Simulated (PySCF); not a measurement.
PySCF 2.14.0, PBE0/def2-svp: acene of 2 rings, 18 atoms. The geometry is a generated start, not checked to be a minimum at this level.

- task: energy
- method: pbe0
- basis: def2-svp
- two-electron scheme: exact four-centre integrals
- mol.max_memory: 3000 MB
- mf.init_guess: minao (default)
- mf.DIIS: CDIIS (default)
- mf.diis_space: 8 (default)
- mf.conv_tol: 1e-09 (default)
- mf.grids.level: 3 (default)
- basis functions: 180
- grid points: 219648

Hardware: Arm Neoverse V2, 96 cores on 1 socket, no SMT, 1 L3 cache group; 94 cores' worth of CPU time may be used.

Each set of copies ran two to five times on the otherwise empty node; times are medians from launch to the last exit. Unless noted, each process is bound to its own block of adjacent cores. The build: PyPI wheel: OpenMP (GNU), a bundled serial OpenBLAS 0.3.3 under its C layer, NumPy's threaded OpenBLAS held to generic ARMv8 kernels, libcint, Libxc; another build can shift the numbers. Scratch files lie in a memory file system.

Ways to fill 88 cores (the node offers 329 GiB):
- 44 copies of 2 threads, 1 BLAS thread
- 11 copies of 8 threads, 1 BLAS thread
- 22 copies of 4 threads, 1 BLAS thread
- 2 copies of 44 threads, 1 BLAS thread
- 88 threads, 1 BLAS thread
- 4 copies of 22 threads, 1 BLAS thread

Which packing maximises jobs per hour, and what does it cost in the time of one job?

44 copies of 2 threads, 1 BLAS thread: 5500 jobs an hour; within 8 % of it: 22 copies of 4 threads, 1 BLAS thread. At the low end 88 threads, 1 BLAS thread gives 1400. The best is the narrowest job tried, and narrower ones have no timing here.

```json
[
 {"way": "44 copies of 2 threads, 1 BLAS thread", "time till all copies end": "29 s", "jobs an hour": "5500", "memory in all, scratch files included": "70 GiB"},
 {"way": "22 copies of 4 threads, 1 BLAS thread", "time till all copies end": "15 s", "jobs an hour": "5300", "memory in all, scratch files included": "35 GiB"},
 {"way": "11 copies of 8 threads, 1 BLAS thread", "time till all copies end": "8.3 s", "jobs an hour": "4800", "memory in all, scratch files included": "18 GiB"},
 {"way": "4 copies of 22 threads, 1 BLAS thread", "time till all copies end": "3.9 s", "jobs an hour": "3700", "memory in all, scratch files included": "6.8 GiB"},
 {"way": "2 copies of 44 threads, 1 BLAS thread", "time till all copies end": "2.7 s", "jobs an hour": "2700", "memory in all, scratch files included": "3.6 GiB"},
 {"way": "88 threads, 1 BLAS thread", "time till all copies end": "2.5 s", "jobs an hour": "1400", "memory in all, scratch files included": "2.0 GiB"}
]
```

1 planned setting was not run, for want of time.
